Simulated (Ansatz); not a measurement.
## Effect of isotropic strain +2.00 % on PbTe

Base system: PbTe in the rock salt structure (space group Fm-3m, No. 225; a = 6.534 Å).

Perturbation: an isotropic linear strain of +2.00 %; the atoms relax in the strained cell.

The values are results of r2SCAN (Ansatz, a quantum-chemistry and plane-wave program; PAW; 500 eV plane waves; without spin-orbit coupling), not measurements. k-mesh 9×9×9 (Γ-centred); smearing 0.05 eV (Fermi–Dirac).

The volume per atom rises by 2.135 Å³ (34.87 Å³ → 37.01 Å³) and the space group remains Fm-3m (No. 225). The shortest interatomic distance increases by 0.065 Å, from 3.267 Å to 3.332 Å and the energy increases by 15 meV/atom. The pressure goes from zero to -2.19 GPa and the band gap increases by 0.11 eV to 1.20 eV. The gap character stays direct at L and the mean gap deformation potential ΔEg/Δln V is +1.8 eV. The width of the top valence band decreases by 0.35 eV (2.77 eV → 2.42 eV) and the electron mass changes from 0.34 mₑ along k, 0.12 mₑ across (at L) to 0.36 mₑ along k, 0.12 mₑ across (at L). The hole mass goes from 0.57 mₑ along k, 0.088 mₑ across (at L) to 0.65 mₑ along k, 0.11 mₑ across (at L) and the valley order (the lowest conduction-band minima on the path, energy above the VBM, named in the base's zone) changes from L along ⟨111⟩ 1.09 eV; a point along ⟨110⟩, about 0.5 Å⁻¹ from Γ 1.61 eV; a point along ⟨100⟩, about 0.3 Å⁻¹ from Γ 2.01 eV to L along ⟨111⟩ 1.20 eV; a point along ⟨110⟩, about 0.5 Å⁻¹ from Γ 1.68 eV; a point along ⟨100⟩, about 0.3 Å⁻¹ from Γ 2.08 eV.

With Pb and Te present, leaving out spin-orbit coupling can change the band edges. Effective masses come from finite differences of ±0.01 Å⁻¹. Along k means along the line from Γ to the band edge. Whether these cells are dynamically stable was not tested.
